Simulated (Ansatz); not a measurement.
# CdI₂ (space group P-3m1, No. 164; layered, stacked along the Cartesian z axis)

```yaml
crystal:
  lattice:
    - [4.24211, 0.00000, 0.00000]
    - [-2.12105, 3.67377, 0.00000]
    - [0.00000, 0.00000, 20.50104]
  atoms:
    - { symbol: Cd, position: [0.33333, 0.66667, 0.33289] }
    - { symbol: Cd, position: [0.66667, 0.33333, 0.66711] }
    - { symbol: Cd, position: [0.00000, 0.00000, 0.00000] }
    - { symbol: I, position: [0.66667, 0.33333, 0.08439] }
    - { symbol: I, position: [0.33333, 0.66667, 0.91561] }
    - { symbol: I, position: [0.66667, 0.33333, 0.41726] }
    - { symbol: I, position: [0.33333, 0.66667, 0.58274] }
    - { symbol: I, position: [0.00000, 0.00000, 0.24852] }
    - { symbol: I, position: [0.00000, 0.00000, 0.75148] }
```

Method: Ansatz (a first-principles code), PBE-D3(BJ), PAW, cutoff 420 eV, no spin-orbit coupling. Settings: 9×9×2 k-points, 0.05 eV Fermi–Dirac smearing.

| Quantity | Value |
|---|---|
| Volume per atom | 35.50 Å³ |
| Density | 5.71 g/cm³ |
| Band gap | 2.17 eV, indirect, Γ–M (29 % along) → M |
| Total energy | -7760.996 eV/atom (σ→0; compares only within this code and set-up) |

With I present, leaving out spin-orbit coupling can change the band edges. No phonon test of stability was made.
